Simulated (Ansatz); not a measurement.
Defect migration in wurtzite AlN: N vacancy, charge state +3. The step: a nearby N atom hops onto the vacant site; the atom moves 3.15 Å along (-1.01, 0.00, 0.00) of the unit cell; the moving atom starts with neighbours Al at 1.82, Al at 1.91, Al at 1.93, Al at 1.94 Å and ends with Al at 1.82, Al at 1.91, Al at 1.93, Al at 1.94 Å. A PBE band in Ansatz (plane-wave PAW, the Γ point alone, 192 host sites, 28 SCF runs with any check of the saddle's order, static, no finite-size correction) gives a forward barrier of 2.91 eV. The saddle point's order was not checked, and it lies on a symmetry element of the cell, where a band can be held. The charge state is imposed; whether it is stable for some Fermi level was not computed. Forms of the defect that were not tried may lie lower.

Single points at the band's start and saddle point can refine it. Rough cost of one point, in units of the band's mean SCF on the same machine:

| Level | Cost of one point |
|---|---|
| PBE, a 2×2×2 k-point mesh shifted by half a step along c | about 8 |
| r2SCAN at 500 eV, the Γ point alone | about 3 |
| HSE06, Γ point alone | about 20 |

### Question
Which of these move the barrier by more than 0.1 eV, and how far does each move it?

### Answer
PBE, a 2×2×2 k-point mesh shifted by half a step along c: +0.05 eV; r2SCAN at 500 eV, the Γ point alone: +0.36 eV; HSE06, Γ point alone: +0.36 eV. Each functional is compared with PBE at the same k-points.

Ansatz is a program for electronic structure.
